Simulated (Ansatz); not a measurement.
The parent structure is Ag₂S (space group Cmcm, No. 63; a cell from a computed database, its experimental status unchecked).

```xyz
6
Lattice="2.3253 -3.4698 0.0000 2.3253 3.4698 0.0000 0.0000 0.0000 7.2146" Properties=species:S:1:pos:R:3 pbc="T T T"
Ag     2.3253     0.0000     3.6073
Ag     2.3253     0.0000     0.0000
Ag     2.3253     2.7346     5.4109
Ag     2.3253    -2.7346     1.8036
S      2.3253    -1.5715     5.4109
S      2.3253     1.5715     1.8036
```

Cartesian axes are those of the cell as printed.

Calculations: DFT with PBEsol, PAW potentials and a 420 eV plane-wave cutoff in Ansatz (an electronic-structure program), scalar-relativistic without spin-orbit coupling, earlier PAW set.

Before the change:

```
Quantity                               Value
---------------------  ---------------------
Valence-band top at Γ  0.00, -0.47, -0.89 eV
```

Now apply this change: uniaxial stress, 1 GPa compression along x; all other stress components relax to zero.

**Question.** What does the calculation give for the strain response and valence-band top at Γ after the change?

**Answer.** The strain response (xx, yy, zz) is (−3.32, +4.10, +2.89) %; the valence-band top at Γ (three highest levels, from the VBM) changes from 0.00, -0.47, -0.89 eV to 0.00, -0.54, -0.97 eV.

The levels and masses belong to the bands next to the band gap. Beyond what the load breaks, stability against distortions was not tested. The base started in P2_1/c and relaxed to Cmcm at this level. This is not the structure that Ag2S has at room temperature and ambient pressure.
